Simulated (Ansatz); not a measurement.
Amorphous In₉Ga₉Zn₉O₃₈Ti, 66 atoms at 5.79 g/cm³, one PBE-relaxed geometry, zone centre. Methods: PBE, scalar-relativistic without spin-orbit coupling (Ansatz, a first-principles code); r2SCAN, scalar-relativistic without spin-orbit coupling (Ansatz); HSE06, scalar-relativistic without spin-orbit coupling (Ansatz). Plane waves to 420 eV (r2SCAN 500 eV); exact exchange is cut at the cell's faces. At PBE the levels at the filled edge of the gap are localised (band-tail or defect states), and the nearest spread-out levels lie 1.1 eV apart at the zone centre. All rungs ran without spin polarisation.

Preparation: random packing, a CHGNet melt and quench, and a DFT relaxation. O atoms were pushed apart under 1.9 Å during the dynamics, to hinder bonds among them. The hot cell started wider than the set density and was brought back towards it in steps. It is the lowest in DFT energy of 2 quenches. It is a model cell: composition and starting density were chosen by hand, and all elements were melted together. No dispersion term was used. Its density started from a set value of 5.79 and ended at 5.79 g/cm³. The simulated quench (nominally 260 K/ps over its main leg) is rapid and tends to freeze in more defects than a deposited or slowly cooled glass has. Values belong to this one cell and scatter from quench to quench. The volume was held where the preparation left it, at a PBE pressure of 1.5 GPa. Stress components on the final sampling reach 2.2 GPa.

The relaxation ran on the zone centre alone. At PBE the level gap is 0.85 eV on a 2×2×2 Γ-centred mesh, and the spacing at the zone centre alone 0.85 eV.

**Question.** What zone-centre spacing does r2SCAN give, roughly?

**Answer.** 1.31 eV (+0.46 eV against PBE).

**Question.** What zone-centre spacing does HSE06 give, roughly?

**Answer.** 2.41 eV (+1.56 eV against PBE).

The highest filled and the lowest empty state spread over these numbers of atoms (participation numbers): PBE: 3.9 and 59.2; r2SCAN: 3.6 and 58.3; HSE06: 3.8 and 57.9.
